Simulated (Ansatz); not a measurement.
What uniaxial strain ε_zz = +2.00 % does to TlBr

Start from TlBr in the CsCl type structure (space group Pm-3m, No. 221; a = 3.840 Å). Axes: x, y, z lie along the cube axes.

Perturbation: the cell is stretched by 2.00 % along z with no lateral relaxation; the atoms relax in the strained cell.

All numbers come from Kohn–Sham DFT with the LDA functional, run in Ansatz (a quantum-chemistry and plane-wave program) with PAW and 420 eV plane waves, no spin-orbit coupling. Γ-centred 9×9×9 mesh, Fermi–Dirac width 0.05 eV.

```tsv
quantity	base	changed	shift
volume per atom	28.30 Å³	28.87 Å³	+0.57 Å³
space group	Pm-3m (No. 221)	P4/mmm (No. 123)	–
shortest interatomic distance	3.325 Å	3.347 Å	+0.022 Å
energy relative to the base (free energy F)	0 meV/atom	+1.7 meV/atom	+1.7 meV/atom
pressure (mean of the normal stresses, compression positive)	-0.01 GPa	-0.64 GPa	-0.63 GPa
band gap	1.37 eV	1.34 eV	-0.03 eV
gap character	–	indirect, Z → X	–
smallest direct gap	1.37 eV	1.41 eV	+0.04 eV
electron mass	0.12 mₑ along k, 0.19 mₑ across (at X)	0.12 mₑ along k, 0.19 mₑ across (at X)	–
hole mass	0.16 mₑ along k, 0.39 mₑ across (at X)	0.17 mₑ along k, 0.41 mₑ across (at X)	–
valley order (the lowest conduction-band minima on the path, energy above the VBM, named in the base's zone)	X along ⟨100⟩ 1.37 eV; R along ⟨111⟩ 1.49 eV	X along [010] 1.34 eV; X along [001] 1.47 eV; R along [111] 1.51 eV	–
stress (xx, yy, zz, yz, xz, xy; compression positive)	–	(-0.48, -0.48, -0.97, 0.00, 0.00, 0.00) GPa	–
```

Spin-orbit coupling, missing from the scalar runs, can matter with Tl. Effective masses come from finite differences of ±0.01 Å⁻¹. Along k means along the line from Γ to the band edge. Whether these cells are dynamically stable was not tested. Labels are those of the standard path for the cell's own space group.
